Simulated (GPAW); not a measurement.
# Equation of state of zinc-blende CdSe (space group 216): energy against volume (GPAW, PBEsol)

```
CdSe
1.0
    0.00000     2.93717     2.93717
    2.93717     0.00000     2.93717
    2.93717     2.93717     0.00000
Cd Se
1 1
Direct
  0.00000   0.00000   0.00000
  0.75000   0.75000   0.75000
```

Computed with PBEsol, GPAW PAW datasets PBEsol (made by gpaw-setup) (plane waves; GPAW). Settings: mode = pw; ecut = 585 eV; xc = PBEsol; kpts = 10 10 10; mesh shift (steps) = 0 0 0; occupations.name = fermi-dirac; occupations.width = 0.01 eV; nbands = -8; convergence.bands = -6; symmetry.symmorphic = false; symmetry.tolerance = 0.0005; maxiter = 100. The cell above is the first row's. The rows scale it uniformly. In all rows fractional positions and the k mesh are held. E is the free energy at the stated smearing, counted from the lowest row.

```
V (Å^3/atom)  E (meV/atom)
------------  ------------
25.339               51.33
25.890               31.14
26.441               16.46
26.991                6.73
27.542                1.39
28.093                0.00
28.644                2.15
29.195                7.42
29.746                   ?
```

Problem. Fit E against V with the third-order Birch-Murnaghan form, a cubic in V^(-2/3), and predict the withheld value at V = 29.746.

Solution. With u = V^(-2/3) - 0.111, the rows have u = 0.004915, 0.003265, 0.001672, 0.000136, -0.001351, -0.002790, -0.004182, -0.005530. Least squares gives E = 6.078 + 4685.3·u + 906558·u² + 2753895·u³. Residuals (row less fit): -0.003, 0.005, 0.001, -0.002, -0.006, -0.003, 0.012, -0.006; standard error 0.008 (degrees of freedom: 4). Its minimum lies at u = -0.002615, so V0 = (0.108385)^(-3/2) = 28.03. There d²E/du² = 1770000 and d³E/du³ = 1.652e7, so B0 = (4/9) × 28.03^(-7/3) × 1770000 × 0.160218 = 52.8 GPa (the last factor turns the table's units into GPa), and B0' = 4 + (2/3) × 0.108385 × (1.652e7)/1770000 = 4.7. The program's pressures in the fitted runs (not shown) pass through zero at V = 28.01, 0.05 % from this V0. At the withheld row, u = -0.006837, so E = 6.078 + 4685.3 × (-0.006837) + 906558 × (-0.006837)² + 2753895 × (-0.006837)³ = 15.541 meV/atom. The calculation gives 15.51 meV/atom, 0.031 meV/atom below the prediction (0.1 % of the range of E in the table). The row lies outside the fitted rows, so this is an extrapolation. From the scatter of the fitted rows alone, a prediction at this place has a standard error of 0.020 meV/atom, so the miss is 1.6 times that.

Carrying the step between the two nearest rows on in a straight line would have given 12.69, off by 2.82; series whose last step already gives the withheld value aren't shown. The scan was laid around a cell of about the measured size, scaled by a guess for this functional. This is one of two polymorphs. The runs keep the symmetry of the cell, so they don't test it for distortions. Cutoffs and mesh are single choices, not tested for convergence of this quantity. Series with a scatter that would blur these digits, or in which a gap closes, are not shown. Nor are scans whose minimum lies at an end fitted in this form.
